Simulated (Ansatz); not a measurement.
# Response to strain in CdSe

The reference is CdSe in the zinc blende structure (space group F-43m, No. 216; a = 6.133 Å). Axes: x, y, z lie along the cube axes.

Strains are applied to the cell and any free atomic positions relax; under biaxial strain the out-of-plane vector relaxes too.

Calculations: r2SCAN (Ansatz, a quantum-chemistry and plane-wave program; PAW; 500 eV plane waves; no spin-orbit coupling).

Notes on the quantities. energy relative to the base: free energy F.

```json
[
 {"variant": "base", "energy relative to the base": "0 meV/atom", "band gap": "1.04 eV", "shortest interatomic distance": "2.656 Å"},
 {"variant": "biaxial strain +0.57 %, plane normal [110], relaxed out of plane", "energy relative to the base": "+0.4 meV/atom", "band gap": "0.99 eV", "shortest interatomic distance": "2.660 Å"},
 {"variant": "biaxial strain +0.71 %, plane normal [110], relaxed out of plane", "energy relative to the base": "[?]", "band gap": "0.98 eV", "shortest interatomic distance": "2.660 Å"},
 {"variant": "biaxial strain +0.36 %, plane normal [111], relaxed out of plane", "energy relative to the base": "+0.2 meV/atom", "band gap": "1.01 eV", "shortest interatomic distance": "2.657 Å"},
 {"variant": "isotropic strain −3.15 %", "energy relative to the base": "+47 meV/atom", "band gap": "1.25 eV", "shortest interatomic distance": "2.572 Å"},
 {"variant": "isotropic strain −1.38 %", "energy relative to the base": "+8.4 meV/atom", "band gap": "[?]", "shortest interatomic distance": "2.619 Å"},
 {"variant": "isotropic strain −0.61 %", "energy relative to the base": "[?]", "band gap": "1.08 eV", "shortest interatomic distance": "2.640 Å"},
 {"variant": "uniaxial strain ε_xx = +0.28 %", "energy relative to the base": "0.0 meV/atom", "band gap": "1.03 eV", "shortest interatomic distance": "2.658 Å"},
 {"variant": "tensor shear ε_xz = +1.27 %", "energy relative to the base": "+1.3 meV/atom", "band gap": "0.98 eV", "shortest interatomic distance": "[?]"},
 {"variant": "tensor shear ε_xy = +0.60 %", "energy relative to the base": "+0.3 meV/atom", "band gap": "1.01 eV", "shortest interatomic distance": "2.654 Å"}
]
```

### Question
What belongs in the blanks?

### Answer

- biaxial strain +0.71 %, plane normal [110], relaxed out of plane, energy relative to the base: +0.7 meV/atom
- isotropic strain −1.38 %, band gap: 1.13 eV
- isotropic strain −0.61 %, energy relative to the base: +1.6 meV/atom
- tensor shear ε_xz = +1.27 %, shortest interatomic distance: 2.653 Å

A biaxial case was relaxed in a doubled cell and then solved in the primitive one. Stability against distortions was not tested.
